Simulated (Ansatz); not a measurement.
The reference is CdS in the wurtzite structure (space group P6_3mc, No. 186).

```yaml
crystal:
  lattice:
    - [4.19625, 0.00000, 0.00000]
    - [-2.09812, 3.63406, 0.00000]
    - [0.00000, 0.00000, 6.82952]
  atoms:
    - { symbol: Cd, position: [0.66667, 0.33333, 0.49977] }
    - { symbol: Cd, position: [0.33333, 0.66667, 0.99977] }
    - { symbol: S, position: [0.66667, 0.33333, 0.12323] }
    - { symbol: S, position: [0.33333, 0.66667, 0.62323] }
```

Cartesian axes are those of the cell as printed.

Method: PBE, PAW, 420 eV (Ansatz, an electronic-structure program; no SOC).

Base values:

The valence-band top at Γ is 0.00, 0.00, -0.04 eV.

It is then changed as follows: biaxial strain +3.00 %, plane normal [001], relaxed out of plane (Cartesian); in-plane vectors clamped, the third vector and the atoms free.

**Question.** How does this affect the out-of-plane strain?

**Answer.** The out-of-plane strain amounts to -2.62 %.

**Question.** Predict the new valence-band top at Γ.

**Answer.** The valence-band top at Γ (three highest levels, from the VBM) goes from 0.00, 0.00, -0.04 eV to 0.00, -0.10, -0.10 eV.

The levels and masses belong to the bands next to the band gap. Stability against distortions was not tested.
